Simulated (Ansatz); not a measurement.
Base system: GaSb in the zinc blende structure (space group F-43m, No. 216; a = 6.0488 Å). Axes: x, y, z lie along the cube axes.

Computed with Kohn–Sham DFT with the LDA functional, run in Ansatz (an electronic-structure program) with PAW and 420 eV plane waves, spin-orbit coupling left out.

Strains are applied to the cell and any free atomic positions relax; under biaxial strain the out-of-plane vector relaxes too.

One change was made to it. Results:

The energy rises by 0.4 meV/atom; the pressure (mean of the normal stresses, compression positive) goes from zero to 0.36 GPa.

Q: What was done to the base?
A) biaxial strain +0.83 %, plane normal [111], relaxed out of plane
B) biaxial strain +1.67 %, plane normal [111], relaxed out of plane
C) biaxial strain −0.42 %, plane normal [111], relaxed out of plane
D) biaxial strain −2.08 %, plane normal [111], relaxed out of plane
E) biaxial strain −0.83 %, plane normal [111], relaxed out of plane

A: C, biaxial strain −0.42 %, plane normal [111], relaxed out of plane. For comparison, the pressure in the other runs: biaxial strain −0.83 %, plane normal [111], relaxed out of plane gives 0.72 GPa; biaxial strain +0.83 %, plane normal [111], relaxed out of plane gives -0.7 GPa; biaxial strain −2.08 %, plane normal [111], relaxed out of plane gives 1.90 GPa; biaxial strain +1.67 %, plane normal [111], relaxed out of plane gives -1.3 GPa.

No phonon test of stability was made. The final runs are not spin-polarised. Gaps under 0.05 eV, about the width of the smearing, are given as zero.
